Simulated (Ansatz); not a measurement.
An Ansatz (a first-principles code) run: Ir with a change (uniaxial stress, 8 GPa tension along x); r2SCAN in Ansatz (plane waves to 500 eV, PAW, spin-orbit coupling left out), earlier PAW set.

Input:

Ansatz 0.2 input:
```yaml
crystal:
  lattice:
    - [0, 1.9228165123, 1.9228165123]
    - [1.9228165123, 0, 1.9228165123]
    - [1.9228165123, 1.9228165123, 0]
  atoms:
    - { symbol: Ir, position: [0, 0, 0] }
basis: { ecutwfc: 500, ecutrho_ratio: 4, xc_grid: 4, fft_grid_basis: typed }
kpoints: { mp_grid: { grid: [29, 29, 29] } }
hamiltonian:
  xc: r2scan
  dispersion: none
  pseudopotentials: { azcp: { folder: ./paw }, kind: paw }
scf: { occupations: { method: fermi_dirac, width: 0.1 } }
relax: { f_tol: 0.005, max_steps: 50, cell: { stress_tol: 0.01, sigma_target: [-8, 0, 0, 0, 0, 0] } }
output: { forces: true, stress: true }
checkpoint: { write: state.ck, write_every: 1000 }
```

Output (explanatory and most iteration lines left out):

```
Relaxation: its limit of steps is 50 (relax.max_steps)
Pseudopotential: Ir, paw, valence charge 17
Crystal: 1 atoms, lattice volume = 14.218 Å³
Basis set: ecut = 500 eV, 339 PW (Γ), exchange–correlation on 80×80×80 points (64 copies of the dense FFT grid, shifted against one another)
Bands: 13, of which v1, the nominal top of the filled ones, is band 9 counted from 1 (8 counted from 0)
Symmetry: 16 space group operations
k-points: 1800 of 24389
Functional: x = r2scan, c = r2scan; τ floored in thin density (d = 2e-4 eV/Å³)
SCF iter   1: F=—  HF=-11950.040267 eV  |F-HF|=—  |Δ(HF+E_count)|=         —  Δρ=4.19e-2  dr2=1.54e-1  dr2_τ=1.95e-2  ethr=8.91e-4  ⟨swp⟩=1.0  Hψ=170430  notcnv=0
SCF iter   2: F=—  HF=-11950.050990 eV  |F-HF|=—  |Δ(HF+E_count)|=   1.07e-2  Δρ=1.77e-2  dr2=8.24e-3  dr2_τ=6.38e-3  ethr=8.91e-4  ⟨swp⟩=2.5  Hψ=41951  notcnv=0
SCF 1 converged in 6 iterations: F = -11950.058438 eV  dr2 = 4.78e-9
relax step   1: F+E_penalty+E_count = -11950.05843850 eV  Δ(F+E_penalty+E_count) = +0.000e0 eV  max|allowed force component| = 0.000e0 eV/Å  Δτ_max = 0.0000 Å  P = +0.000 GPa  Ω = 14.218 Å³  (6 SCF iters, dr2 threshold 1.00e-7 eV, accepted)
[... steps on the carried basis left out ...]
relax step   6: F+E_penalty+E_count = -11950.05249398 eV  Δ(F+E_penalty+E_count) = -3.551e-5 eV  max|allowed force component| = 0.000e0 eV/Å  Δτ_max = 0.0000 Å  P = -2.666 GPa  Ω = 14.325 Å³  stress off target by 3.58e-3 GPa  SCF on the basis re-selected at this cell (its energy is not comparable with the rows above)  (6 SCF iters)
SCF converged after 6 iterations
Free energy (F): -11950.052494 eV
Internal energy: -11950.023794 eV  (E = F + TS)
E sigma→0 (E₀):  -11950.038144 eV
Entropy (-TS):   -0.028700 eV (-28.700 meV/atom)
Fermi energy:    25.137462 eV
--- Forces (eV/Å), atoms counted from 1 ---
  atom   1  Ir    -0.00000000    -0.00000000    -0.00000000
--- Stress (GPa, compression-positive) ---
       -7.996418       0.000000      -0.000000
        0.000000      -0.000377       0.000000
       -0.000000       0.000000      -0.000377
  P = ⅓ Tr σ = -2.6657 GPa (-26.657 kbar)
--- Relaxed structure (5 steps of the walk, 4 accepted, 1 SCFs on fresh bases) ---
  cell:  # Å, volume = 14.3249 Å³
    - [-5.289981408097296e-33, 1.9140951033977567, 1.9140951033977567]
    - [1.9549387074173528, -1.1770309395988814e-32, 1.9140951033977567]
    - [1.9549387074173528, 1.9140951033977567, -6.36000953500537e-33]
  atoms:
    - { symbol: Ir, position: [0.0, 0.0, 0.0] }
```

Load acts through the strain it causes; cell and atoms are relaxed under it. sigma_target is in GPa, compression positive, in the order xx, yy, zz, yz, xz, xy. Beyond what the load breaks, stability against distortions was not tested. All final runs are without spin polarisation. The cell was made from Ir in the fcc (Cu type) structure (space group Fm-3m, No. 225) by this change: uniaxial stress, 8 GPa tension along x.
